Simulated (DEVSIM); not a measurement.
Structure: Schottky contact on n-type GaAs, at 300 K.

Layer 1 from the left is GaAs, thickness (μm) 16.0, Nd (cm⁻³) 6.3e15, τn (s) 2.2e-9, τp (s) 2.2e-9.

Left contact: Schottky, work function 5.04 eV, emission velocity 3.8e6 cm/s. Right contact: ohmic. Voltage is applied to the left contact. Recombination: SRH at mid-gap, radiative, Auger. Mobility is μmin + (μ − μmin)/(1 + (N/Nref)^α).

This is a model device: material constants are rounded textbook-type values typed into the input, and sizes, dopings and lifetimes were drawn at random. Values at 300 K.

GaAs: gap (eV) 1.424, affinity (eV) 4.07, permittivity 12.9, Nc (cm⁻³) 4.7e17, Nv (cm⁻³) 9e18, μn (cm²/Vs) 8500, μp (cm²/Vs) 400, μn,min 500, μp,min 20, Nref,n 6e16, Nref,p 1.5e17, αn 0.39, αp 0.38, B (cm³/s) 2e-10, Cn (cm⁶/s) 1e-30, Cp (cm⁶/s) 1e-30.

Simulated with DEVSIM: 1D drift-diffusion, Boltzmann statistics, complete ionisation; no tunnelling, impact ionisation, image-force lowering or self-heating. Metal contacts follow the ideal Schottky-Mott rule: no Fermi-level pinning, no interface dipoles.

Dark forward current:

| |V| (V) | |J| (A/cm²) |
|---|---|
| 0.05 | 4.901e-10 |
| 0.10 | 2.081e-9 |
| 0.15 | 8.796e-9 |
| 0.20 | 4.391e-8 |
| 0.25 | 2.562e-7 |
| 0.30 | 1.641e-6 |
| 0.35 | 1.099e-5 |
| 0.40 | 7.494e-5 |
| 0.45 | 0.0005150 |
| 0.50 | 0.003548 |
| 0.55 | 0.02446 |
| 0.60 | 0.1684 |
| 0.65 | 1.148 |
| 0.70 | 7.406 |
| 0.75 | 37.55 |
| 0.80 | 116.8 |
| 0.85 | 238.6 |
| 0.90 | 384.4 |
| 0.95 | 543.6 |
| 1.00 | 710.8 |
| 1.05 | 883.2 |
| 1.10 | 1059 |
| 1.15 | 1238 |
| 1.20 | 1419 |
| 1.25 | 1601 |
| 1.30 | 1785 |

### Question
Work out the local ideality factor n = ΔV / (kT/q · ln(J2/J1)) between the rows 0.15 and 0.20 V, 0.50 and 0.55 V, 1.25 and 1.30 V.

### Answer
kT/q = 25.85 mV. From 0.15 to 0.20 V: ln(4.391e-8/8.796e-9) = 1.608, n = 1.20. From 0.50 to 0.55 V: ln(0.02446/0.003548) = 1.931, n = 1.00, near the 1 of diffusion or emission over a barrier. From 1.25 to 1.30 V: ln(1785/1601) = 0.109, n = 17.78; the layers' resistance at their doping, Σ W/(qμN) = 0.00026 Ω cm², would take 47 mV of this step of 50 mV.

### Question
Estimate the current at 0.45 V for emission alone, J0 = q v N_band exp(−φB/kT), and read the barrier back from the simulated current.

### Answer
φB = 0.970 eV, N_band = 4.70e17 cm⁻³, J0 = 1.45e-11 A/cm²; J = J0 (exp(qV/kT) − 1) = 0.000525 A/cm². The simulation gives 0.000515 A/cm²; the estimate lies 2.0 % above. Read backwards, the simulated current gives an apparent barrier of 0.971 eV. The estimate leaves out transport through the depletion region and minority injection.
